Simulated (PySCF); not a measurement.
PySCF 2.14.0, B3LYP/def2-svp, df: Ti(Cl)(Br)3 ([Cl][Ti]([Br])([Br])[Br]), 5 atoms. The geometry is a generated start, not checked to be a minimum at this level.

task: energy
method: b3lyp
basis: def2-svp
two-electron scheme: density fitting
mol.max_memory: 3000 MB
mf.max_cycle: 100
mf.diis_space: 8 (default)
mf.conv_tol: 1e-09 (default)
mf.grids.level: 3 (default)
basis functions: 145
grid points: 101056

```xyz
5

Ti     0.0843    -0.0209    -0.0743
Cl     1.6365    -0.4017    -1.4393
Br     0.8352     0.0109     2.1431
Br    -0.9477     2.0460    -0.4512
Br    -1.6083    -1.6344    -0.1783
```

Charge 0 and multiplicity 1 are set for this test and not shown to be the ground state.

With the defaults (mf.DIIS = CDIIS, mf.diis = true, mf.level_shift = 0, mf.init_guess = minao, newton = off, mf.diis_damp = 0) it converges in 14 Fock builds. One run each on 2 threads, 1 BLAS thread, with these changes:
- newton = Hessian by the SCF's own integrals
- mf.init_guess = mod_huckel
- mf.init_guess = atom
- mf.diis_damp = 0.3
- mf.DIIS = EDIIS
- mf.level_shift = 0.1 Hartree
- mf.init_guess = huckel
- mf.init_guess = sap
- mf.diis = false

Q: Name the settings that don't reach the solution of the defaults.

A: No convergence: mf.DIIS = EDIIS; mf.diis = false (the run ends without SCF convergence in 100 cycles). The rest reach the solution of the defaults.

```csv
setting,Fock builds,end
mf.init_guess = atom,13,same solution
mf.diis_damp = 0.3,13,same solution
the defaults,14,same solution
mf.level_shift = 0.1 Hartree,19,same solution
mf.init_guess = sap,19,same solution
mf.init_guess = huckel,36,same solution
mf.init_guess = mod_huckel,37,same solution
newton = Hessian by the SCF's own integrals,43,same solution
mf.DIIS = EDIIS,101,no convergence
mf.diis = false,101,no convergence
```

Under newton the count holds the products with the orbital Hessian.
